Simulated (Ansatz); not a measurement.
## A computed series for Si: response to strain

Base system: Si in the diamond structure (space group Fd-3m, No. 227; a = 5.434 Å). Axes: x, y, z lie along the cube axes.

Strains are applied to the cell and any free atomic positions relax; under biaxial strain the out-of-plane vector relaxes too.

Levels (all Ansatz, a quantum-chemistry and plane-wave program, PAW, earlier PAW set): PBEsol (420 eV, without spin-orbit coupling); r2SCAN (500 eV, no spin-orbit coupling); HSE06 (420 eV, scalar-relativistic without spin-orbit coupling); PBEsol+SOC (420 eV, noncollinear with spin-orbit coupling); HSE06+SOC (420 eV, with spin-orbit coupling).

Band gaps by level, all at the geometries relaxed with PBEsol:

```tsv
case	PBEsol	r2SCAN	HSE06	PBEsol+SOC	HSE06+SOC
base	0.47 eV	0.77 eV	1.13 eV	0.45 eV	1.11 eV
biaxial strain −1.38 %, plane normal [001], relaxed out of plane	0.30 eV	0.59 eV	0.96 eV	0.29 eV	0.94 eV
isotropic strain +1.00 %	0.52 eV	0.82 eV	1.19 eV	0.50 eV	1.17 eV
isotropic strain +1.46 %	0.54 eV	0.84 eV	1.21 eV	0.53 eV	1.20 eV
uniaxial strain ε_zz = +2.99 %	0.37 eV	0.65 eV	1.02 eV	0.35 eV	1.00 eV
strain tensor (xx, yy, zz, yz, xz, xy) = (+0.15, +0.34, +0.14, −0.40, −0.26, −0.24) %	0.41 eV	0.71 eV	1.07 eV	0.41 eV	1.07 eV
```

Single points use the geometry relaxed with PBEsol. The hybrid gap comes from the SCF mesh plus the semilocal run's edge points and a few special points and is an upper bound. The spin-orbit shifts are approximate. Whether these cells are dynamically stable was not tested. The zero or small gap of Si under biaxial strain −1.38 %, plane normal [001], relaxed out of plane can change with the level of theory.
